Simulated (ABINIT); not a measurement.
A self-consistent single point of HfB2 (P6/mmm, 3 atoms in the cell) with ABINIT.

Method of the run: PBEsol, PAW (JTH v2.0 PBE PAW, files made for PBE) (plane waves; ABINIT).

```
CELL_PARAMETERS angstrom
      1.59528    -2.76310     0.00000
      1.59528     2.76310     0.00000
      0.00000     0.00000     3.53603
ATOMIC_POSITIONS crystal
  Hf 0.00000 0.00000 0.00000
  B  0.33333 0.66667 0.50000
  B  0.66667 0.33333 0.50000
```

Reference input (self-consistent single point, DFT, PBE, plane waves, PAW (JTH v2.0 PBE PAW)): pseudos = [Hf.GGA_PBE-JTH.xml, B.GGA_PBE-JTH.xml]; ecut = 40 Ry; pawecutdg = 80 Ry; pawxcdev = 0; ixc = 11; occopt = 7; tsmear = 0.1 eV; ngkpt = 10 10 8; nshiftk = 1; shiftk = 0 0 0; potentials = JTH v2.0 PBE PAW; nband = 14. This run's input differs from it in these lines:

```diff
@@ -20,3 +20,3 @@
 pawxcdev 0
-ixc 11
+ixc -116133
 occopt 7
```

Output (repeated stretches shortened):

```
--- !BeginCycle
solver: {iscf: 17, nstep: 50, nline: 4, wfoptalg: 10, }
tolerances: {toldfe: 1.00E-09, }
...

     iter   Etot(hartree)      deltaE(h)  residm     nres2
 ETOT  1  -55.302390508037    -5.530E+01 2.618E+00 4.783E+00
 ETOT  2  -55.913648506198    -6.113E-01 8.485E-02 3.245E-01
 ETOT  3  -55.912286992216     1.362E-03 4.391E-02 2.348E-02
 ETOT  4  -55.912440413239    -1.534E-04 1.205E-02 3.131E-03
 ETOT  5  -55.912441049739    -6.365E-07 7.686E-03 7.661E-05
 ETOT  6  -55.912441075030    -2.529E-08 4.803E-03 2.920E-06
 ETOT  7  -55.912441074381     6.495E-10 1.620E-03 1.488E-07
 ETOT  8  -55.912441074960    -5.789E-10 2.423E-03 2.002E-08
 At SCF step    8, etot is converged :
  for the second time, diff in etot=  5.789E-10 < toldfe=  1.000E-09

 Cartesian components of stress tensor (hartree/bohr^3)
  sigma(1 1)=  5.22909613E-04  sigma(3 2)=  0.00000000E+00
  sigma(2 2)=  5.22909612E-04  sigma(3 1)=  0.00000000E+00
  sigma(3 3)=  4.92015850E-04  sigma(2 1)=  0.00000000E+00

 ----iterations are completed or convergence reached----

 reduced coordinates (array xred) for    3 atoms
       0.000000000000      0.000000000000      0.000000000000
       0.333333333333      0.666666666667      0.500000000000
       0.666666666667      0.333333333333      0.500000000000
 cartesian forces (eV/Angstrom) at end:
    1     -0.00000000000000    -0.00000000000000    -0.00000000000000
    2     -0.00000000000000    -0.00000000000000    -0.00000000000000
   [... lines left out ...]
 Fermi (or HOMO) energy (eV) =   2.75588   Average Vxc (eV)= -12.53680
   [... lines left out ...]
'-kT*entropy'       : -6.71260164248788E-05
total_energy        : -5.59123228488224E+01
total_energy_eV     : -1.52145167954356E+03
...

-Cartesian components of stress tensor (GPa)         [Pressure= -1.5082E+01 GPa]
- sigma(1 1)=  1.53845294E+01  sigma(3 2)=  0.00000000E+00
- sigma(2 2)=  1.53845293E+01  sigma(3 1)=  0.00000000E+00
- sigma(3 3)=  1.44756036E+01  sigma(2 1)=  0.00000000E+00

 Calculation completed.
```

The run converged in 8 iterations. Against the reference run the pressure goes from -10.12 to -15.08 GPa.

The starting cell has typed, rounded lattice constants, without a prior relaxation at this level. Its lattice was rescaled by a random factor within 2.5 % of one. The potentials were made for another functional than the one used. With a pressure of about -15 GPa the cell is away from its equilibrium volume at this level.
